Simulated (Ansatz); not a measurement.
An Ansatz (a quantum-chemistry and plane-wave program) input (PBEsol/PAW in Ansatz, no spin-orbit coupling):

Ansatz 0.2 input:
```yaml
crystal:
  lattice:
    - [3.1825931973, 0, 0]
    - [-1.5912965987, 2.7562065588, 0]
    - [0, 0, 5.1854805518]
  atoms:
    - { symbol: Ga, position: [0.6666666667, 0.3333333333, 0.0009051723] }
    - { symbol: Ga, position: [0.3333333333, 0.6666666667, 0.5009051723] }
    - { symbol: N, position: [0.6666666667, 0.3333333333, 0.6242948277] }
    - { symbol: N, position: [0.3333333333, 0.6666666667, 0.1242948277] }
basis: { ecutwfc: 420, ecutrho_ratio: 4, xc_grid: 2, fft_grid_basis: typed }
kpoints: { mp_grid: { grid: [21, 21, 12] } }
hamiltonian:
  xc: pbesol
  dispersion: none
  pseudopotentials: { kind: paw }
total_charge: -0.454864
scf: { occupations: { method: fermi_dirac, width: 0.0259 }, convergence: { dr2_threshold: 0.0000000004 } }
relax: { f_tol: 0.005, max_steps: 30 }
output: { forces: true, stress: true }
checkpoint: { write: state.ck, write_every: 1000 }
```

**Question.** Which symmetry and how many k-points will the program report, and about how many plane waves at Γ?

**Answer.** Space group P63mc (ITA 186) with 12 operations, k-points 336 of 5292, and 893 plane waves at Γ.

Carriers are added with a uniform compensating background; total energy and stress of such cells depend on the potential's zero and are not compared; many-body gap narrowing is missing at this level. Whether these cells are dynamically stable was not tested. The cell was made from GaN in the wurtzite structure (space group P6_3mc, No. 186) by this change: electrons 1.0×10^22 cm⁻³.
